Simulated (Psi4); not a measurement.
Psi4 1.11, PBE/def2-svp: V(O)(OMe)2(NH2) (C[O][V]([NH2])(=[O])[O]C), 15 atoms. The geometry is a generated start, not checked to be a minimum at this level.

| Quantity | Value |
|---|---|
| task | energy |
| method | pbe |
| basis | def2-svp |
| memory | 3 GB |
| maxiter | 100 |
| keys of the molecule block | symmetry c1 |
| scf_type | df (default) |
| diis_max_vecs | 10 (default) |
| e_convergence | 1e-06 (default) |
| d_convergence | 1e-06 (default) |
| dft_radial_points | 75 (default) |
| dft_spherical_points | 302 (default) |
| basis functions | 155 |
| grid points | 322157 |

```xyz
15

V      0.0147     0.4458     0.1424
O      0.9244     1.6338     0.3834
O     -0.0956     0.0099    -1.4257
C      0.1658     0.2001    -2.7597
H      1.0751    -0.3462    -3.0493
H     -0.6723    -0.1724    -3.3666
H      0.3142     1.2711    -2.9659
O      0.2522    -0.8029     1.1513
C      0.8050    -1.4337     2.2371
H      0.0136    -1.9078     2.8354
H      1.5079    -2.2132     1.9096
H      1.3425    -0.7052     2.8629
N     -1.5385     1.1883     0.5975
H     -1.6880     2.1503     0.8794
H     -2.4212     0.6822     0.5682
```

Charge 0 and multiplicity 1 are set for this test and not shown to be the ground state.

With the defaults (diis = true, scf_initial_accelerator = adiis, damping_percentage = 0, guess = auto, which took SAD, soscf = false, soscf_start_convergence = 0.01, diis_start = 1, level_shift = 0, level_shift_cutoff = 0.01) it converges in 13 SCF iterations. One run each on 2 threads, with these changes:
- level_shift = 0.1, level_shift_cutoff = 0.001
- diis = false, scf_initial_accelerator = none, damping_percentage = 60
- damping_percentage = 60
- scf_initial_accelerator = ediis
- guess = core
- guess = sadno
- soscf = true, soscf_start_convergence = 0.001
- guess = huckel
- diis_start = 4

### Question
Name the settings that don't reach the solution of the defaults.

### Answer
No convergence: diis = false, scf_initial_accelerator = none, damping_percentage = 60 (the run ends without SCF convergence in 100 iterations). The rest reach the solution of the defaults.

```tsv
setting	SCF iterations	JK calls	end
soscf = true, soscf_start_convergence = 0.001	10	21	same solution
level_shift = 0.1, level_shift_cutoff = 0.001	12	13	same solution
the defaults	13	14	same solution
scf_initial_accelerator = ediis	13	14	same solution
guess = huckel	15	45	same solution
guess = sadno	15	15	same solution
guess = core	19	19	same solution
diis_start = 4	19	20	same solution
damping_percentage = 60	63	64	same solution
diis = false, scf_initial_accelerator = none, damping_percentage = 60	100	101	no convergence
```

An SOSCF iteration holds several JK calls; a Hückel guess adds calls on atoms.
